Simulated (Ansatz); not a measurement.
Ansatz (a program for electronic structure) run on BaAl₂ (Fd-3m, 6 atoms in the cell): zone-centre phonon calculation.

Method of the run: LDA (PW92), default PAW files made with PBE (plane waves; Ansatz).

```yaml
crystal:
  lattice:
    - [0.00000, 4.24374, 4.24374]
    - [4.24374, 0.00000, 4.24374]
    - [4.24374, 4.24374, 0.00000]
  atoms:
    - { symbol: Ba, position: [0.50000, 0.50000, 0.50000] }
    - { symbol: Ba, position: [0.75000, 0.75000, 0.75000] }
    - { symbol: Al, position: [0.12500, 0.12500, 0.12500] }
    - { symbol: Al, position: [0.62500, 0.12500, 0.12500] }
    - { symbol: Al, position: [0.12500, 0.12500, 0.62500] }
    - { symbol: Al, position: [0.12500, 0.62500, 0.12500] }
```

Reference input (self-consistent single point, DFT, LDA (PW92), plane waves, default PAW files made with PBE): basis.ecutwfc = 30.9 Ry; kpoints.mp_grid.grid = 7 7 7; hamiltonian.xc = lda; hamiltonian.pseudopotentials = {kind: paw} (the program's default PAW files); scf.occupations.method = gaussian; scf.occupations.width = 0.0073 Ry. This run's input differs from it in these lines:

Ansatz 0.2 input:
```diff
@@ -13,3 +13,3 @@
 basis:
-  ecutwfc: 30.9 Ry
+  ecutwfc: 46.3 Ry
 kpoints:
@@ -21,6 +21,4 @@
   occupations: { method: gaussian, width: 0.0073 Ry }
-output:
-  forces: true
-  eigenvalues: true
-  stress: true
+phonons:
+  method: dfpt
```

Log, with long lists cut:

```
SCF iter   1: F=—  HF=-13612.326407 eV  |F-HF|=—  |Δ(HF+E_count)|=         —  Δρ=3.29e-3  dr2=1.29e-2  ethr=1.77e-3  ⟨swp⟩=11.7  Hψ=15728  notcnv=0
all-band conjugate gradients solve this SCF's bands
preconditioner: auto → Kerker (q_TF=auto, 2.102 Å⁻¹)
SCF iter   2: F=—  HF=-13612.324601 eV  |F-HF|=—  |Δ(HF+E_count)|=   1.81e-3  Δρ=1.96e-3  dr2=4.97e-3  ethr=4.05e-5  ⟨swp⟩=1.1  Hψ=3064  notcnv=0
   [... lines left out ...]
SCF iter   5: F=—  HF=-13612.323804 eV  |F-HF|=—  |Δ(HF+E_count)|=   1.42e-6  Δρ=5.66e-6  dr2=7.17e-8  ethr=1.13e-8  ⟨swp⟩=2.1  Hψ=2741  notcnv=0
SCF iter   6: F=—  HF=-13612.323788 eV  |F-HF|=—  |Δ(HF+E_count)|=   1.61e-5  Δρ=1.09e-6  dr2=1.48e-9  ethr=2.24e-10  ⟨swp⟩=3.0  Hψ=3736  notcnv=0
SCF iter   7: F=—  HF=-13612.323788 eV  |F-HF|=—  |Δ(HF+E_count)|=  6.00e-11  Δρ=1.36e-7  dr2=3.45e-11  ethr=4.62e-12  ⟨swp⟩=2.0  Hψ=2977  notcnv=0
SCF iter   8: F=-13612.323788 eV  HF=-13612.323788 eV  |F-HF|=7.28e-12  |Δ(HF+E_count)|=  1.82e-12  Δρ=2.81e-8  dr2=1.74e-12  ethr=1.00e-12  ⟨swp⟩=9.2  Hψ=11319  notcnv=0
SCF 1 converged in 8 iterations: F = -13612.323788 eV  dr2 = 1.74e-12
DFPT response loops at Γ: preconditioner auto → Kerker (q_TF=auto, 2.102 Å⁻¹) (partly filled bands, converged f_vac=0.000) …
the response loops of the zone centre start from zero, take more passes and end by a threshold …
Free energy (F): -13612.323788 eV
Internal energy: -13612.315689 eV  (E = F + TS)
E sigma→0 (E₀):  -13612.319739 eV
Entropy (-TS):   -0.008099 eV (-1.350 meV/atom)
Fermi energy:    7.967921 eV
   [... lines left out ...]
  ASR residual: 3.158e-5 → 0.000e0 eV/Å²; symmetrization residual: 8.708e-6 eV/Å²
  ASR residual per site (eV/Å²): 3.16e-5 3.16e-5 1.39e-5 1.39e-5 1.39e-5 1.39e-5
  Γ frequencies (cm⁻¹): 0.00 0.00 0.00 92.66 92.66 92.66 112.10 112.10 112.10 169.19 169.19 180.22 180.22 180.22 189.56 189.56 189.56 235.94
  non-analytic LO–TO correction: not included (Born effective charges unavailable; polar crystals: no LO–TO splitting at Γ)
```

The run converged in 8 iterations. 

Summary of the result:
- Free energy E − TS (on the zero of these files): -13612.3238 eV
- Fermi level (on the code's own zero): 7.97 eV
- Zone-centre frequencies (cm⁻¹; negative means imaginary): 0, 0, 0, 93, 93, 93, 112, 112, 112, 169, 169, 180, 180, 180, 190, 190, 190, 236

The starting cell comes from a database of computed structures (which also holds hypothetical and non-ambient phases and stackings), without a prior relaxation at this level. Its lattice was rescaled by up to half a per cent.

Cost on one core of a shared machine: roughly 4 min.
